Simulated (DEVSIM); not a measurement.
# abrupt Si p-n junction

Device: abrupt Si p-n junction, at 300 K.

```
layer (left to right)  material  thickness (μm)  Nd (cm⁻³)  Na (cm⁻³)  τn (s)  τp (s)
---------------------  --------  --------------  ---------  ---------  ------  ------
1                            Si            15.0          -     8.7e17  3.6e-5  3.6e-5
2                            Si            5.00     2.3e16          -  3.6e-5  3.6e-5
```

Left contact: ohmic. Right contact: ohmic. Voltage is applied to the left contact. Recombination: SRH at mid-gap, Auger. Gap narrowing is on: ΔEg = 6.92 meV × (l + √(l² + 0.5)), l = ln(N/1.3e17 cm⁻³), shared equally by both band edges. Mobility is constant in doping.

Constants are typed, rounded textbook-type inputs, not results; the design itself was drawn at random and stands for no fabricated device. Values at 300 K.

| parameter | Si |
|---|---|
| gap (eV) | 1.124 |
| affinity (eV) | 4.05 |
| permittivity | 11.7 |
| Nc (cm⁻³) | 2.86e19 |
| Nv (cm⁻³) | 3.1e19 |
| μn (cm²/Vs) | 1417 |
| μp (cm²/Vs) | 470 |
| Cn (cm⁶/s) | 2.8e-31 |
| Cp (cm⁶/s) | 9.9e-32 |

Simulated with DEVSIM: 1D drift-diffusion, Boltzmann statistics, complete ionisation; no tunnelling, impact ionisation, image-force lowering or self-heating.

```json
{
  "potential_step_across_the_device_at_zero_bias": "0.833 V",
  "largest_field_in_the_device_at_zero_bias": "79000 V/cm",
  "Dark forward voltage at 1 A/cm²": "0.634 V",
  "Dark forward voltage at 100 A/cm²": "0.765 V"
}
```

Dark reverse current:

```
V (V)  J (A/cm²)
-----  ---------
-0.10   -8.4e-11
-0.25   -1.5e-10
-0.50   -2.3e-10
-0.75   -3.0e-10
-1.00   -3.7e-10
-1.50   -4.8e-10
-2.00   -5.8e-10
-2.50   -6.7e-10
-3.25   -7.9e-10
-4.00   -9.0e-10
-5.00    -1.0e-9
```

Dark forward current:

(V (V), J (A/cm²)): (0.05, 2.1e-10); (0.10, 1.3e-9); (0.15, 8.3e-9); (0.20, 5.4e-8); (0.25, 3.7e-7); (0.30, 2.5e-6); (0.35, 1.7e-5); (0.40, 0.00012); (0.45, 0.00082); (0.50, 0.0056); (0.55, 0.039); (0.60, 0.27); (0.65, 1.8); (0.70, 12); (0.75, 65); (0.80, 260); (0.85, 780); (0.90, 1800); (0.95, 3600)
